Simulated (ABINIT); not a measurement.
Band structure of Ge (Fd-3m, 2 atoms in the cell).

```yaml
crystal:
  lattice:
    - [0.00000, 2.85107, 2.85107]
    - [2.85107, 0.00000, 2.85107]
    - [2.85107, 2.85107, 0.00000]
  atoms:
    - { symbol: Ge, position: [0.00000, 0.00000, 0.00000] }
    - { symbol: Ge, position: [0.25000, 0.25000, 0.25000] }
```

Level of theory: PBE, norm-conserving pseudopotentials (PseudoDojo nc-sr-05 PBE standard) (plane waves; ABINIT).

Settings: pseudos = [Ge.upf]; ecut = 39 Ha; occopt = 3; tsmear = 0.01 eV; ngkpt = 5 5 5; nshiftk = 1; shiftk = 0 0 0; potentials = PseudoDojo nc-sr-05 PBE standard; kptopt = 1; nstep = 60; tolvrs1 = 1e-12; ndtset = 2; getden2 = 1.

The starting cell has typed, rounded lattice constants, without a prior relaxation at this level. Its lattice was rescaled by a random factor within 2.5 % of one.

Levels in eV from the Fermi level, bands 11 to 18:
| point | 11 | 12 | 13 | 14 | 15 | 16 | 17 | 18 |
|---|---|---|---|---|---|---|---|---|
| Γ | -12.60 | -0.18 | -0.01 | -0.01 | -0.01 | 2.53 | 2.53 | 2.53 |
| X | -8.81 | -8.81 | -3.00 | -3.00 | 0.77 | 0.77 | 9.31 | 9.31 |
| W | -8.72 | -8.72 | -3.80 | -3.80 | 4.22 | 4.22 | 4.69 | 4.69 |
| K | -9.27 | -8.23 | -4.22 | -2.57 | 1.16 | 4.03 | 7.07 | 7.25 |
| L | -10.57 | -7.50 | -1.38 | -1.38 | 0.10 | 3.71 | 3.71 | 7.13 |
| U | -9.27 | -8.23 | -4.22 | -2.57 | 1.16 | 4.03 | 7.07 | 7.25 |

No band crosses the Fermi level by more than 0.03 eV along this path.
